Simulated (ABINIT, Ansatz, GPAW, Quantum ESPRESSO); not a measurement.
# Code comparison for Si2W (I4/mmm, 3 atoms in the cell)

Self-consistent single point.

```
Si2W
1.0
   -1.57297     1.57297     3.81755
    1.57297    -1.57297     3.81755
    1.57297     1.57297    -3.81755
Si W
2 1
Cartesian
  0.00000   0.00000   2.55768
  0.00000   0.00000   5.07742
  0.00000   0.00000   0.00000
```

Shared settings, as Ansatz (a program for electronic structure) writes them: kpoints.mp_grid.grid = 6 6 6; scf.occupations.method = fermi_dirac; scf.occupations.width = 0.05 eV. Potentials and cutoffs stand in the table.

```
code                                                                                 model  pressure (GPa)  largest force (eV/Å)   cutoff
----------------  ------------------------------------------------------------------------  --------------  --------------------  -------
GPAW                                          PBE, GPAW PAW datasets PBE (gpaw-data 1.0.1)           22.82                 0.350   600 eV
Quantum ESPRESSO                            PBE, GBRV 1.5 ultrasoft (PBE) pseudopotentials           20.33                 0.339    40 Ry
ABINIT            PBE, norm-conserving pseudopotentials (PseudoDojo nc-sr-05 PBE standard)           21.84                 0.336  1007 eV
Ansatz                                                              PBE, default PAW files           21.77                 0.334   420 eV
```

On Ansatz's run: spin-orbit coupling is off. Spin polarisation is off.

The spread over the programs that give each value: pressure within 2.49 GPa; largest force within 0.016 eV/Å.

Ansatz's pressure is given at a fixed set of plane waves, as the other plane-wave codes print theirs; with its correction for the finite basis it is 21.82 GPa. In the pressure, GPAW (by 1.02) and Quantum ESPRESSO (by 1.48) lie more than 1 GPa from the median of the plane-wave programs.

On the base mesh (15 15 15) the same programs gave: Ansatz pressure 21.89 GPa; Quantum ESPRESSO pressure 20.45 GPa; ABINIT pressure 21.97 GPa; GPAW pressure 22.93 GPa.

The starting cell comes from a database of computed structures (which also holds hypothetical and non-ambient phases and stackings), without a prior relaxation at this level. Its lattice was rescaled by a random factor within 2.5 % of one.

Left out of this page: Elk and FLEUR (not drawn, or without a comparable value).

Keys are those of Ansatz 0.2.
